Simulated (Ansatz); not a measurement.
Start from ZrO₂ in the fluorite structure (space group Fm-3m, No. 225; a = 5.089 Å).

Computed with r2SCAN in Ansatz (plane waves to 500 eV, PAW, without spin-orbit coupling).

For the base:

Pressure: 0.00 GPa
Valley order: Γ 3.89 eV; X along ⟨100⟩ 4.29 eV; a point along ⟨110⟩, about 0.8 Å⁻¹ from Γ 4.29 eV; L along ⟨111⟩ 4.50 eV

The change: an isotropic linear strain of −2.39 %; the atoms relax in the strained cell.

Problem. Estimate the effect on the pressure, valley order and mean gap deformation potential ΔEg/Δln V.

Solution. The pressure goes from zero to 21.68 GPa; the valley order (the lowest conduction-band minima on the path, energy above the VBM, named in the base's zone) changes from Γ 3.89 eV; X along ⟨100⟩ 4.29 eV; a point along ⟨110⟩, about 0.8 Å⁻¹ from Γ 4.29 eV; L along ⟨111⟩ 4.50 eV to Γ 4.11 eV; a point along ⟨110⟩, about 0.9 Å⁻¹ from Γ 4.55 eV; X along ⟨100⟩ 4.58 eV; L along ⟨111⟩ 4.81 eV; the mean gap deformation potential ΔEg/Δln V amounts to -3.0 eV.

Stability against distortions was not tested. This is not the structure that ZrO2 has at room temperature and ambient pressure.

Ansatz is an electronic-structure program.
